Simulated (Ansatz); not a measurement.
## A computed series for Tl2HgSiSe4: pressure series

The reference is Tl2HgSiSe4 (space group I-42m, No. 121; a = 7.920 Å, c = 6.680 Å; a cell from a computed database, its experimental status unchecked).

Cell and atoms are relaxed at each pressure.

The values are results of PBEsol (Ansatz, a first-principles code, PAW, no spin-orbit coupling), not measurements.

| variant | c/a ratio | density | band gap |
|---|---|---|---|
| base | 0.843 | 7.56 g/cm³ | 0.64 eV |
| pressure −2 GPa | 0.830 | 6.95 g/cm³ | 0.83 eV |
| pressure −1 GPa | … | … | … |
| pressure 0.9 GPa | 0.848 | 7.77 g/cm³ | 0.55 eV |
| pressure 2.1 GPa | 0.852 | 8.02 g/cm³ | 0.44 eV |
| pressure 4.5 GPa | 0.860 | 8.44 g/cm³ | 0.25 eV |
| pressure 9 GPa | 0.870 | 9.08 g/cm³ | zero |
| pressure 15 GPa | 0.883 | 9.76 g/cm³ | zero |
| pressure 22.5 GPa | 0.899 | 10.45 g/cm³ | zero |
| pressure 30 GPa | 0.906 | 11.02 g/cm³ | zero |

Complete the table.


- pressure −1 GPa, c/a ratio: 0.838
- pressure −1 GPa, density: 7.28 g/cm³
- pressure −1 GPa, band gap: 0.74 eV

The mesh was chosen for an insulator and is coarse for the gapless case. Spin-orbit coupling, missing from the scalar runs, can matter with Hg and Tl. Load acts through the strain it causes; cell and atoms are relaxed under it. Stability against distortions was not tested. Competing high-pressure phases were not computed. All final runs are without spin polarisation. The zero or small gap of Tl2HgSiSe4 under pressure 4.5 GPa, Tl2HgSiSe4 under pressure 9 GPa, Tl2HgSiSe4 under pressure 15 GPa and Tl2HgSiSe4 under pressure 22.5 GPa can change with the level of theory.
